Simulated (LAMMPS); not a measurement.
Simulation of Ni (fcc), 864 atoms, at 200 K and 0 GPa, heated as the crystal.

All values are model results, not measurements: classical MD, pair style meam, file MoCoNiVFeAlCr_2nn.meam, run in LAMMPS.

```
r (Å)   g(r)
-----  -----
2.220  0.000
2.260  0.001
2.300  0.016
2.340  0.208
2.380   1.43
2.420   5.14
2.460   10.0
2.500   11.8
2.540   8.45
2.580   3.78
2.620   1.07
2.660  0.210
2.700  0.029
2.740  0.001
2.780  0.000
2.820  0.000
2.860  0.000
2.900  0.000
2.940  0.000
2.980  0.000
3.020  0.000
3.060  0.000
3.100  0.000
3.140  0.000
3.180  0.000
3.220  0.000
3.260  0.001
3.300  0.006
3.340  0.035
3.380  0.190
3.420  0.642
3.460   1.50
3.500   2.34
3.540   2.54
3.580   1.88
3.620  0.964
3.660  0.349
3.700  0.081
3.740  0.011
3.780  0.002
3.820  0.000
3.860  0.000
3.900  0.000
3.940  0.000
3.980  0.000
4.020  0.000
4.060  0.002
4.100  0.017
4.140  0.119
4.180  0.601
4.220   1.98
4.260   4.34
4.300   6.60
4.340   6.73
4.380   4.65
4.420   2.18
4.460  0.695
4.500  0.160
4.540  0.026
4.580  0.003
4.620  0.000
4.660  0.000
4.700  0.000
4.740  0.000
4.780  0.009
4.820  0.067
4.860  0.318
4.900  0.960
4.940   1.92
4.980   2.59
5.020   2.37
5.060   1.45
5.100  0.608
5.140  0.195
5.180  0.036
5.220  0.006
5.260  0.001
5.300  0.001
5.340  0.007
5.380  0.052
5.420  0.230
5.460  0.806
5.500   1.97
5.540   3.31
5.580   4.02
5.620   3.35
5.660   1.99
5.700  0.821
5.740  0.241
5.780  0.049
5.820  0.005
5.860  0.002
5.900  0.006
5.940  0.035
5.980  0.145
6.020  0.420
6.060  0.811
6.100   1.12
6.140   1.04
6.180  0.672
6.220  0.305
6.260  0.095
```

Main features:
- state found: crystal; no diffusion seen in 30 ps
- first peak of g(r): 2.50 Å, height 11.8
- coordination number: 12.0 (counted to 3.02 Å)
